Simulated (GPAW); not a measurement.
Input and output of a self-consistent single point for MgGeAs₂ (I-42d, 8 atoms in the cell) (GPAW).

Method: LDA (Perdew-Wang 92), GPAW PAW datasets LDA (gpaw-data 1.0.1) (plane waves; GPAW).

The change in words: lattice scaled by 0.98. Reference geometry:
```xyz
8
Lattice="-2.9795 2.9795 5.5532 2.9795 -2.9795 5.5532 2.9795 2.9795 -5.5532" Properties=species:S:1:pos:R:3 pbc="T T T"
Mg     0.0000     2.9795     2.7766
Mg     0.0000     0.0000     0.0000
Ge     0.0000     0.0000     5.5532
Ge     2.9795     0.0000     2.7766
As    -1.3414     1.4897     6.9415
As     1.4898     1.3414     4.1649
As     4.3209     1.4897     1.3883
As     1.4897     1.6381    -1.3883
```

Reference input (self-consistent single point, DFT LDA (Perdew-Wang 92), plane waves, GPAW PAW datasets LDA (gpaw-data 1.0.1)): mode = pw; ecut = 800 eV; xc = LDA; kpts = 3 3 3; mesh shift (steps) = 0 0 0; occupations.name = fermi-dirac; occupations.width = 0.05 eV; nbands = -8; convergence.forces = 0.001 eV/Å; convergence.bands = -6; symmetry.symmorphic = false; symmetry.tolerance = 0.0005. This run's input differs from it in these lines:

```diff
@@ -5,5 +5,5 @@
 atoms = Atoms(['Mg', 'Mg', 'Ge', 'Ge', 'As', 'As', 'As', 'As'],
-              cell=[[-2.979500, 2.979500, 5.553230],
-                    [2.979500, -2.979500, 5.553230],
-                    [2.979500, 2.979500, -5.553230]],
+              cell=[[-2.919910, 2.919910, 5.442165],
+                    [2.919910, -2.919910, 5.442165],
+                    [2.919910, 2.919910, -5.442165]],
               scaled_positions=[[0.750000, 0.250000, 0.500000],
```

Output (repeated stretches shortened):

```
     iter     time        total  log10-change:
                         energy   eigst   dens  force
iter:   1 --:--:--   -38.443321   +0.14
iter:   2 --:--:--   -38.347623   -0.69  -1.01
iter:   3 --:--:--   -37.692027   -0.86  -1.04
iter:   4 --:--:--   -37.690950   -1.69  -1.47
iter:   5 --:--:--   -37.684064c  -2.08  -1.54
iter:   6 --:--:--   -37.673467c  -2.39  -1.85
iter:   7 --:--:--   -37.654620   -3.52  -1.96
iter:   8 --:--:--   -37.648217   -3.61  -2.19
iter:   9 --:--:--   -37.648995c  -4.57  -2.63
iter:  10 --:--:--   -37.647340c  -4.19  -2.52
iter:  11 --:--:--   -37.647351c  -5.01  -3.61
iter:  12 --:--:--   -37.647346c  -6.24  -3.61
iter:  13 --:--:--   -37.647347c  -6.24  -3.67
iter:  14 --:--:--   -37.647345c  -6.61  -3.68
iter:  15 --:--:--   -37.647344c  -7.64c -4.05c
iter:  16 --:--:--   -37.647343c  -7.36  -4.13c
iter:  17 --:--:--   -37.647343c  -7.33  -4.15c
iter:  18 --:--:--   -37.647343c  -8.17c -4.32c -2.95
iter:  19 --:--:--   -37.647343c  -8.56c -4.34c -2.74
iter:  20 --:--:--   -37.647343c  -8.87c -4.63c -2.96
iter:  21 --:--:--   -37.647343c  -9.03c -4.69c -3.94c
Converged after 21 iterations.

Dipole moment: (-1.529234, 1.529234, 0.000000) |e|*Ang

Energy contributions relative to reference atoms: (reference = -370569.726757)

Kinetic:        +89.469658
Potential:      -79.022268
External:        +0.000000
XC:             -47.909905
Entropy (-ST):   -0.000006
Local:           -0.184825
SIC:             +0.000000
--------------------------
Free energy:    -37.647346
Extrapolated:   -37.647343

Showing only first 2 kpts
 Kpt  Band  Eigenvalues  Occupancy
  0    22      4.13507    2.00000
  0    23      4.34668    1.99986
  0    24      5.30217    0.00014
  0    25      5.46672    0.00001

  1    22      3.38701    2.00000
  1    23      3.83902    2.00000
  1    24      6.07641    0.00000
  1    25      6.11821    0.00000

Fermi level: 4.82410

Gap: 0.955 eV
Transition (v -> c):
   [... lines left out ...]
  2 Ge    0.00000    0.00000    0.00000
  3 Ge    0.00000    0.00000    0.00000
  4 As   -0.14888    0.00000    0.00000
  5 As   -0.00000    0.14888    0.00000
  6 As    0.14888   -0.00000    0.00000
  7 As    0.00000   -0.14888    0.00000

Stress tensor:
    -0.015167     0.000000    -0.000000
     0.000000    -0.015167     0.000000
    -0.000000     0.000000    -0.011883
Stress (GPa, Voigt): [-2.4301 -2.4301 -1.9039  0.     -0.      0.    ]
```

The run converged in 21 iterations. GPAW prints stress with tension positive. Against the reference run the free energy goes up by 1.9 meV/atom, the pressure goes from -1.63 to 2.25 GPa, the largest force goes from 0.000 to 0.149 eV/Å and the gap on the mesh goes from 0.584 to 0.955 eV.

The starting cell comes from a database of computed structures (which also holds hypothetical and non-ambient phases and stackings), without a prior relaxation at this level. For this run, on top of that: lattice scaled by 0.98.

Cost on one core of a shared machine: roughly 2 min.
